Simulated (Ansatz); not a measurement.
The parent structure is ZnSiP$_{2}$ in the chalcopyrite structure (space group I-42d, No. 122; a = 5.3064 Å, c = 10.3798 Å). Axes: x, y, z lie along a, b, c of the conventional cell.

Method: Ansatz (a first-principles code), LDA, PAW, cutoff 420 eV, no spin-orbit coupling.

Strains are applied to the cell and any free atomic positions relax; under biaxial strain the out-of-plane vector relaxes too.

One change was made to it. Results:

The energy grows by 1.0 meV/atom; the hole mass goes from 0.17 mₑ along c, 0.36 mₑ across (at Γ) to 0.17 mₑ out of plane, 0.36 mₑ in plane (at Γ); the electron mass goes from 1.5 mₑ along c, 0.24 mₑ across (at Γ) to 1.6 mₑ out of plane, 0.25 mₑ in plane (at Γ); the shortest interatomic distance grows by 0.008 bohr, from 4.237 bohr to 4.245 bohr; the valence-band top at Γ (three highest levels, from the VBM) goes from 0.00, -0.11, -0.11 eV to 0.00, -0.18, -0.18 eV.

Which of these changes matches the shifts?
A. biaxial strain +0.75 %, plane normal [001], relaxed out of plane
B. biaxial strain +2.25 %, plane normal [001], relaxed out of plane
C. biaxial strain +1.50 %, plane normal [001], relaxed out of plane

A, biaxial strain +0.75 %, plane normal [001], relaxed out of plane. For comparison, the energy relative to the base in the other runs: biaxial strain +2.25 %, plane normal [001], relaxed out of plane gives +8.3 meV/atom; biaxial strain +1.50 %, plane normal [001], relaxed out of plane gives +3.8 meV/atom.

The levels and masses belong to the bands next to the band gap. Masses are band curvatures over ±0.01 Å⁻¹ around the edge. No phonon test of stability was made.
